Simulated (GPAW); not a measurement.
GPAW run on BiN (P1, 4 atoms in the cell): self-consistent single point

Level of theory: LDA (Perdew-Wang 92), GPAW PAW datasets LDA (gpaw-data 1.0.1) (plane waves; GPAW).

Input:

```python
from ase import Atoms
from ase.units import GPa
from gpaw import GPAW, PW, FermiDirac

atoms = Atoms(['Bi', 'Bi', 'N', 'N'],
              cell=[[3.613745, 0.000000, 0.000000],
                    [0.345924, 3.644288, 0.000000],
                    [0.076798, -0.001919, 5.317762]],
              scaled_positions=[[0.649660, 0.904010, 0.961190],
                                [0.101000, 0.351620, 0.459740],
                                [0.693030, 0.949590, 0.545680],
                                [0.065290, 0.298650, 0.044310]],
              pbc=True)

calc = GPAW(mode=PW(900),
            xc='LDA',
            kpts=(5, 5, 3),
            occupations=FermiDirac(0.05),
            nbands=-6,
            convergence={'density': 1e-05, 'bands': -4},
            symmetry={'symmorphic': False, 'tolerance': 0.0005},
            maxiter=100)

atoms.calc = calc

energy = atoms.get_potential_energy()
print('Energy (eV):', round(energy, 6))
forces = atoms.get_forces()
print('Forces (eV/Ang):')
print(forces.round(5))
stress = atoms.get_stress()
print('Stress (GPa, Voigt):', (stress / GPa).round(4))
```

The program printed (abridged):

```
Input parameters:
  convergence: {bands: -4,
                density: 1e-05}
  kpts: [5 5 3]
  maxiter: 100
  mode: {ecut: 900.0000000000001,
         name: pw}
  nbands: -6
  occupations: {fixmagmom: False,
                name: fermi-dirac,
                width: 0.05}
  symmetry: {symmorphic: False,
             tolerance: 0.0005}

species:
  Bi:
    name: Bismuth
    Z: 83.0
    valence: 15
    core: 68
    charge: 0.0
    file: Bi.LDA.gz

    # Using partial waves for Bi as LCAO basis

  N:
    name: Nitrogen
    Z: 7.0
    valence: 5
    core: 2
    charge: 0.0
    file: N.LDA.gz

    # Using partial waves for N as LCAO basis

Reference energy: -1172018.444237  # eV

Spin-paired calculation

Convergence criteria:
 Maximum [total energy] change in last 3 cyles: 0.0005 eV / valence electron
 Maximum integral of absolute [dens]ity change: 1e-05 electrons / valence electron
 Maximum integral of absolute [eigenst]ate change: 4e-08 eV^2 / valence electron
 Maximum number of scf [iter]ations: 100

Symmetries present (total): 1
Symmetries with fractional translations: 0
75 k-points: 5 x 5 x 3 Monkhorst-Pack grid
38 k-points in the irreducible part of the Brillouin zone
       k-points in crystal coordinates                weights
   0:     0.00000000    0.00000000    0.00000000          1/75
   1:     0.00000000    0.00000000    0.33333333          2/75
   2:     0.00000000    0.20000000   -0.33333333          2/75
   [... 7 lines left out ...]
          ...
  37:     0.40000000    0.40000000    0.33333333          2/75

Wave functions: Plane wave expansion
  Cutoff energy: 900.000 eV
  Number of coefficients (min, max): 4271, 4308
  Pulay-stress correction: 0.000000 eV/Ang^3 (de/decut=0.000000)

Occupation numbers: Fermi-Dirac:
  width: 0.0500  # eV

Eigensolver

Densities:
  Coarse grid: 27*27*40 grid
  Fine grid: 54*54*80 grid
  Total Charge: 0.000000

Density mixing:
  Method: separate
  Backend: pulay
  Linear mixing parameter: 0.05
  old densities: 5
  Damping of long wavelength oscillations: 50

Hamiltonian:
  XC and Coulomb potentials evaluated on a 54*54*80 grid
  External potential:
    NoExternalPotential

Number of atoms: 4
Number of atomic orbitals: 26
Number of bands in calculation: 26
Number of valence electrons: 40
Bands to converge: 22

Density initialized from atomic densities
  26 bands from LCAO basis set

Atomic positions and initial magnetic moments

Positions:
   0 Bi     2.734242    3.292628    5.111380    ( 0.0000,  0.0000,  0.0000)
   1 Bi     0.521929    1.280522    2.444788    ( 0.0000,  0.0000,  0.0000)
   2 N      2.874827    3.459532    2.901796    ( 0.0000,  0.0000,  0.0000)
   3 N      0.342655    1.088282    0.235630    ( 0.0000,  0.0000,  0.0000)

Unit cell:
           periodic     x           y           z      points  spacing
  1. axis:    yes    3.613745    0.000000    0.000000    27     0.1332
  2. axis:    yes    0.345924    3.644288    0.000000    27     0.1350
  3. axis:    yes    0.076798   -0.001919    5.317762    40     0.1329

  Lengths:   3.613745   3.660669   5.318317
  Angles:   89.942397  89.172604  84.577603

Effective grid spacing dv^(1/3) = 0.1339

     iter     time        total  log10-change:
                         energy   eigst   dens
iter:   1 --:--:--   -30.876206   +0.03
iter:   2 --:--:--   -29.446073   -1.25  -0.91
iter:   3 --:--:--   -26.893223   -0.99  -0.98
iter:   4 --:--:--   -26.841066   -2.20  -1.42
iter:   5 --:--:--   -26.781780   -2.50  -1.53
iter:   6 --:--:--   -26.770879   -3.27  -2.17
iter:   7 --:--:--   -26.775475c  -3.87  -2.48
iter:   8 --:--:--   -26.771942c  -3.78  -2.27
iter:   9 --:--:--   -26.770119c  -4.01  -2.65
iter:  10 --:--:--   -26.770401c  -4.98  -3.05
iter:  11 --:--:--   -26.770274c  -4.98  -3.10
iter:  12 --:--:--   -26.770262c  -5.91  -3.57
iter:  13 --:--:--   -26.770256c  -6.31  -3.69
iter:  14 --:--:--   -26.770255c  -6.67  -3.82
iter:  15 --:--:--   -26.770254c  -7.87c -3.96
iter:  16 --:--:--   -26.770252c  -6.57  -3.99
iter:  17 --:--:--   -26.770252c  -7.68c -4.27
iter:  18 --:--:--   -26.770252c  -8.64c -4.34
iter:  19 --:--:--   -26.770251c  -8.04c -4.37
iter:  20 --:--:--   -26.770251c  -8.20c -4.45
iter:  21 --:--:--   -26.770251c  -9.09c -4.57
iter:  22 --:--:--   -26.770251c  -8.26c -4.67
iter:  23 --:--:--   -26.770251c  -9.17c -5.20c

Converged after 23 iterations.

Dipole moment: (-8.802719, 9.803789, 0.327003) |e|*Ang

Energy contributions relative to reference atoms: (reference = -1172018.444237)

Kinetic:        +60.010107
Potential:      -55.118303
External:        +0.000000
XC:             -28.762048
Entropy (-ST):   -0.000001
Local:           -2.900007
SIC:             +0.000000
--------------------------
Free energy:    -26.770252
Extrapolated:   -26.770251

Showing only first 2 kpts
 Kpt  Band  Eigenvalues  Occupancy
  0    18      6.01824    2.00000
  0    19      6.25539    2.00000
  0    20     11.58409    0.00000
  0    21     12.02288    0.00000

  1    18      5.76615    2.00000
  1    19      6.68788    2.00000
  1    20     11.13879    0.00000
  1    21     11.38802    0.00000

Fermi level: 8.51913

Gap: 1.142 eV
Transition (v -> c):
  (s=0, k=9, n=19, [0.20, -0.40, 0.00]) -> (s=0, k=31, n=20, [0.40, 0.00, 0.33])
Direct/indirect transitions are different
Direct gap: 1.498 eV
Transition at: (s=0, k=7, n=19, [0.00, 0.40, 0.33])
Energy (eV): -26.770251

Forces in eV/Ang:
  0 Bi   -0.13035   -0.12858    0.07469
  1 Bi    0.16097    0.08820    0.05774
  2 N    -0.09852    0.00212   -0.06301
  3 N     0.06816    0.03815   -0.06539

Stress tensor:
    -0.003319     0.002811     0.002390
     0.002811    -0.002208     0.000367
     0.002390     0.000367     0.005251
Stress (GPa, Voigt): [-0.5318 -0.3538  0.8412  0.0587  0.3829  0.4504]
```

The run converged in 23 iterations. GPAW prints stress with tension positive.

At such cutoffs GPAW's stress carries a finite-basis (Pulay) error, which enters relaxed cells too; its log prints stress with tension positive.

The starting cell comes from a database of computed structures (which also holds hypothetical and non-ambient phases and stackings), without a prior relaxation at this level. Its lattice was rescaled by a random factor within 2.5 % of one. Spin-orbit coupling is off. Another mesh or the band path of this cell gives a smaller gap, so this value is not converged in the mesh.

Cost on one core of a shared machine: roughly 90 s.
